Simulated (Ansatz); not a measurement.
Input and output of a self-consistent single point for Y2Al3Si2 (C2/m, 7 atoms in the cell) (Ansatz, a quantum-chemistry and plane-wave program).

Computed with PBEsol, default PAW files made with PBE (plane waves; Ansatz).

```
CELL_PARAMETERS angstrom
      5.11000    -2.01770     0.00000
      5.11000     2.01770     0.00000
     -1.30337     0.00000     6.48737
ATOMIC_POSITIONS crystal
  Y  0.62020 0.62020 0.32300
  Y  0.37980 0.37980 0.67700
  Al 0.30580 0.30580 0.13420
  Al 0.69420 0.69420 0.86580
  Al 0.00000 0.00000 0.00000
  Si 0.09310 0.09310 0.64030
  Si 0.90690 0.90690 0.35970
```

Reference input (self-consistent single point, DFT, PBEsol, plane waves, default PAW files made with PBE): basis.ecutwfc = 30.9 Ry; kpoints.mp_grid.grid = 5 5 3; hamiltonian.xc = pbesol; hamiltonian.pseudopotentials = {kind: paw} (the program's default PAW files); scf.occupations.method = fermi_dirac; scf.occupations.width = 0.0073 Ry. This run's input differs from it in these lines:

Ansatz 0.2 input:
```diff
@@ -14,3 +14,3 @@
 basis:
-  ecutwfc: 30.9 Ry
+  ecutwfc: 21.7 Ry
 kpoints:
```

The program printed (abridged):

```
SCF iter   1: F=—  HF=-10410.882418 eV  |F-HF|=—  |Δ(HF+E_count)|=         —  Δρ=2.43e-3  dr2=1.54e-2  ethr=1.77e-3  ⟨swp⟩=6.5  Hψ=3329  notcnv=0
all-band conjugate gradients solve this SCF's bands
preconditioner: auto → Kerker (q_TF=auto, 2.222 Å⁻¹)
SCF iter   2: F=—  HF=-10410.880768 eV  |F-HF|=—  |Δ(HF+E_count)|=   1.65e-3  Δρ=1.47e-3  dr2=6.00e-3  ethr=3.95e-5  ⟨swp⟩=1.2  Hψ=846  notcnv=0
SCF iter   3: F=—  HF=-10410.879695 eV  |F-HF|=—  |Δ(HF+E_count)|=   1.07e-3  Δρ=1.68e-4  dr2=5.97e-5  ethr=1.54e-5  ⟨swp⟩=2.2  Hψ=829  notcnv=0
SCF iter   4: F=—  HF=-10410.879750 eV  |F-HF|=—  |Δ(HF+E_count)|=   5.51e-5  Δρ=5.61e-5  dr2=5.81e-6  ethr=1.53e-7  ⟨swp⟩=2.1  Hψ=909  notcnv=0
SCF iter   5: F=—  HF=-10410.879749 eV  |F-HF|=—  |Δ(HF+E_count)|=   1.20e-6  Δρ=9.98e-6  dr2=1.77e-7  ethr=1.49e-8  ⟨swp⟩=2.4  Hψ=927  notcnv=0
SCF iter   6: F=-10410.879749 eV  HF=-10410.879749 eV  |F-HF|=1.69e-9  |Δ(HF+E_count)|=   2.88e-8  Δρ=1.63e-6  dr2=4.67e-9  ethr=2.56e-10  ⟨swp⟩=5.7  Hψ=2449  notcnv=0
SCF 1 converged in 6 iterations: F = -10410.879749 eV  dr2 = 4.67e-9
Free energy (F): -10410.879749 eV
Internal energy: -10410.820244 eV  (E = F + TS)
E sigma→0 (E₀):  -10410.849997 eV
Entropy (-TS):   -0.059505 eV (-8.501 meV/atom)
Fermi energy:    9.663645 eV
--- Forces (eV/Å), atoms counted from 1 ---
  atom   1  Y     -0.04049805     0.00000000    -0.00890091
  atom   2  Y      0.04049805    -0.00000000     0.00890091
  atom   3  Al    -0.00391388    -0.00000000     0.03544171
  atom   4  Al     0.00391388     0.00000000    -0.03544171
  atom   5  Al     0.00000000     0.00000000     0.00000000
  atom   6  Si     0.00863308    -0.00000000    -0.04012473
  atom   7  Si    -0.00863308     0.00000000     0.04012473
--- Stress (GPa, compression-positive) ---
       -3.001926       0.000000       0.374090
        0.000000      -1.332827       0.000000
        0.374091       0.000000      -1.258504
  P = ⅓ Tr σ = -1.8644 GPa (-18.644 kbar)
  The stress holds the Pulay correction. Without it, at fixed plane waves, as pw.x and ABINIT print it: P = -3.0123 GPa
```

The run converged in 6 iterations. Against the reference run the free energy goes up by 24.5 meV/atom, the pressure goes from -1.99 to -1.86 GPa and the largest force stays at 0.041 eV/Å.

The starting cell comes from a database of published, mostly measured structures (it also holds non-ambient and calculated ones), without a prior relaxation at this level. Ansatz's pressure includes its estimate of the finite-basis (Pulay) stress. Without the estimate this run gives -3.01 GPa. The cutoff lies below the one recommended for these files.
